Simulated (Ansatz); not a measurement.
The parent structure is MgS in the rock salt structure (space group Fm-3m, No. 225; a = 5.2030 Å). Axes: x, y, z lie along the cube axes.

The values are results of r2SCAN (Ansatz, an electronic-structure program), no spin-orbit coupling, not measurements.

For the base:

```
Property                            Result
---------------------  -------------------
Band gap                           3.46 eV
Pressure                          0.00 GPa
Valence-band top at Γ  0.00, 0.00, 0.00 eV
```

Modification: uniaxial strain ε_zz = −1.00 %, all other strain components held at zero, atoms relaxed at fixed cell.

Task: Estimate the effect on the band gap.

Result: The band gap shrinks by 0.03 eV (3.46 eV → 3.43 eV).

Task: What does the calculation give for the pressure after the change?

Result: The pressure (mean of the normal stresses, compression positive) goes from zero to 0.84 GPa.

Task: What happens to the valence-band top at Γ?

Result: The valence-band top at Γ (three highest levels, from the VBM) changes from 0.00, 0.00, 0.00 eV to 0.00, 0.00, -0.04 eV.

Task: How does this affect the energy relative to the base?

Result: The energy goes up by 0.9 meV/atom.

Stability against distortions was not tested.
